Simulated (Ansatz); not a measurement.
The starting structures come from a database of crystals and need not be the phases stable at ambient conditions.

Here is the system:

```
CELL_PARAMETERS angstrom
      7.04524     0.00000     0.00000
      0.00000     9.96347     0.00000
      3.52262     4.98173     3.52262
ATOMIC_POSITIONS crystal
  Ca 0.22808 0.38596 0.00000
  Ca 0.27192 0.40788 0.45617
  Ca 0.77192 0.38596 0.00000
  Ca 0.72808 0.86404 0.54383
  Ca 0.77192 0.38596 0.45617
  Ca 0.72808 0.86404 0.00000
  Ca 0.22808 0.84212 0.54383
  Ca 0.27192 0.86404 0.00000
  H  0.75000 0.62500 0.50000
  H  0.25000 0.12500 0.00000
  H  0.25000 0.12500 0.50000
  H  0.75000 0.12500 0.00000
  N  0.75000 0.12500 0.50000
  N  0.25000 0.62500 0.00000
  N  0.25000 0.62500 0.50000
  N  0.75000 0.62500 0.00000
```

Space group of this cell: Fd-3m. The cell was relaxed by PBE-D3(BJ); by r2SCAN its mean pressure is 1.6 GPa.

Transport runs along the normal of the first two printed cell vectors, the (110) plane of the conventional cell.

No gap correction and no spin-orbit coupling; mid-gap values are interpolated between computed energies.

Problem. Predict the band gap and the smallest decay constant κ at mid-gap from r2SCAN run with Ansatz (a program for electronic structure).

Solution. Gap 1.90 eV on a 8×8×8 mesh; κ = 0.317 1/Å, at (0.000, 0.500) of the in-plane reciprocal vectors. At the zone centre, at the nearest computed energy, the slowest state has κ = 0.35 1/Å.
